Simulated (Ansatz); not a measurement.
Input:

```xyz
3
Lattice="1.5766 0.9102 5.9971 -1.5766 0.9102 5.9971 0.0000 -1.8204 5.9971" Properties=species:S:1:pos:R:3 pbc="T T T"
Mo     0.0000     0.0000     0.0008
S      0.0000     0.0000    13.5521
S      0.0000     0.0000    10.4349
```

No spin polarisation.

Hole doping at 5.0×10^21 cm⁻³ (0.258 per cell), with a uniform compensating background at fixed cell and a 300 K Fermi–Dirac width.

The values are results of Ansatz (an electronic-structure program) PBE-D3(BJ), spin-orbit coupling left out, not measurements. Γ-centred 22×22×22 mesh, Fermi–Dirac width 0.0259 eV.

Problem. Predict the Fermi level relative to the doped band's edge (positive inside the band; to 0.05 eV).

Solution. +0.95 eV.

Problem. What is the computed gap character?

Solution. Indirect, T → k = (0, 0.182, -0.182) in the run's primitive reciprocal basis.

Problem. What is the computed gap between the host's bands?

Solution. 0.81 eV.

Charged cell with a jellium background: band edges are those of the host's band count, energies are not comparable with the neutral cell, and many-body gap narrowing is missing. Whether these cells are dynamically stable was not tested. The cell was made from MoS$_{2}$ in the 3R-MoS2 type structure (space group R3m, No. 160; layered, stacked along the Cartesian z axis) by this change: holes 5.0×10^21 cm⁻³.
